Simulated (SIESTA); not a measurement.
Worked example: relaxation of cell and atoms of Os (P6_3/mmc, 4 atoms in the cell) in SIESTA.

Computed with GGA PBE, numerical atomic orbitals DZP, PseudoDojo PBE standard norm-conserving potentials (rewritten from UPF to PSML) (SIESTA).

```yaml
crystal:
  lattice:
    - [2.75459, 0.00000, 0.00000]
    - [-1.37729, 2.38555, 0.00000]
    - [0.00000, 0.00000, 8.86291]
  atoms:
    - { symbol: Os, position: [0.00000, 0.00000, 0.00000] }
    - { symbol: Os, position: [0.00000, 0.00000, 0.50000] }
    - { symbol: Os, position: [0.33333, 0.66667, 0.25000] }
    - { symbol: Os, position: [0.66667, 0.33333, 0.75000] }
```

Reference input (self-consistent single point, DFT, GGA PBE, numerical atomic orbitals DZP, PseudoDojo PBE standard norm-conserving potentials (rewritten from UPF to PSML)): XC.functional = GGA; XC.authors = PBE; potentials = PseudoDojo PBE standard; PAO.BasisSize = DZP; PAO.EnergyShift = 0.005 Ry; MeshCutoff = 400 Ry; kgrid.MonkhorstPack = 9 9 3; OccupationFunction = MP; OccupationMPOrder = 0; ElectronicTemperature = 100 meV; MaxSCFIterations = 150; SCF.Mixer.Method = Pulay. This run's input differs from it in these lines:

```diff
@@ -43,2 +43,7 @@
 Diag.ParallelOverK           true
+MD.TypeOfRun                 FIRE
+MD.Steps                     40
+MD.MaxForceTol               0.02 eV/Ang
+MD.VariableCell              true
+MD.MaxStressTol              0.05 GPa
 WriteForces                  true
```

Output, abridged:

```
        iscf     Eharris(eV)        E_KS(eV)     FreeEng(eV)     dDmax    Ef(eV) dHmax(eV)
   scf:    1   -10981.179865   -11009.013844   -11009.034298  1.082194 -2.607321  4.890952
   scf:    2   -11010.481768   -11009.764474   -11009.783993  0.079876 -2.807899  4.024048
   scf:    3   -11012.148590   -11011.291673   -11011.312246  0.345642 -3.756002  0.132983
   scf:    4   -11011.292162   -11011.292110   -11011.312742  0.005013 -3.769109  0.030983
   scf:    5   -11011.291877   -11011.292219   -11011.312716  0.002603 -3.774608  0.045958
   [... 4 lines left out ...]
   scf:   10   -11011.292672   -11011.292673   -11011.313057  0.000014 -3.779671  0.000400
   scf:   11   -11011.292672   -11011.292672   -11011.313057  0.000026 -3.779688  0.000340
   scf:   12   -11011.292671   -11011.292672   -11011.313057  0.000025 -3.779705  0.000063
   scf:   13   -11011.292672   -11011.292672   -11011.313057  0.000002 -3.779713  0.000054
SCF Convergence by DM+H criterion
max |DM_out - DM_in|         :     0.0000015499
max |H_out - H_in|      (eV) :     0.0000536230
SCF cycle converged after 13 iterations

Using DM_out to compute the final energy and forces

siesta: E_KS(eV) =           -11011.2927

siesta: E_KS - E_eggbox =    -11011.2927

siesta: Atomic forces (eV/Ang):
     1   -0.000000    0.000000   -0.000000
     2    0.000000   -0.000000   -0.000000
     3   -0.000033    0.000019   -0.000001
     4    0.000033   -0.000019    0.000001
   Tot    0.000000   -0.000000   -0.000000
   Max    0.000033
   Res    0.000015    sqrt( Sum f_i^2 / 3N )
   Max    0.000033    constrained

Stress tensor Voigt[x,y,z,yz,xz,xy] (kbar):       34.59       34.69       37.20       -0.00        0.00        0.08
(Free)E + p*V (eV/cell)   -11012.6033
   [... lines left out ...]
siesta: Pressure (static):        -35.49350960  kBar
siesta: Pressure (total):        -35.49350960  kBar
No target stress found, assuming hydrostatic MD.TargetPressure.
Target stress (kBar)
outcell: Cell volume (Ang**3)        :     57.7155
        iscf     Eharris(eV)        E_KS(eV)     FreeEng(eV)     dDmax    Ef(eV) dHmax(eV)
siesta: Pressure (static):         -0.33890345  kBar
siesta: Pressure (total):         -0.33890345  kBar
outcell: Cell volume (Ang**3)        :     57.7155
siesta: FreeEng =    -11011.318898
   [... lines left out ...]
siesta:     0.000200   -0.000009   -0.000000
siesta:    -0.000009    0.000189    0.000000
siesta:    -0.000000    0.000000    0.000245

siesta: Cell volume =         57.715536 Ang**3

siesta: Pressure (static):
siesta:                Solid            Molecule  Units
siesta:          -0.00000230         -0.00000230  Ry/Bohr**3
siesta:          -0.00021153         -0.00021079  eV/Ang**3
siesta:          -0.33890345         -0.33772846  kBar
```

The run converged. 

Summary of the result:
| Property | Value |
|---|---|
| Free energy E − TS | -11011.3189 eV |
| Fermi level (on the code's own zero) | -3.76 eV |
| Pressure | -0.03 GPa |
| Final cell | a = b = 2.746 Å, c = 8.836 Å, α = β = 90.00°, γ = 120.00° |
| Final volume per atom | 14.43 Å³ |
| Relaxation steps | 18 |

The starting cell was generated: these elements placed on a structure prototype, without a prior relaxation; it need not be a known phase or ordering of this composition. Its lattice was rescaled by a random factor within 2.5 % of one. Spin polarisation is off. Values carry the incompleteness of an atom-centred basis.

Cost on one core of a shared machine: roughly 10 min.
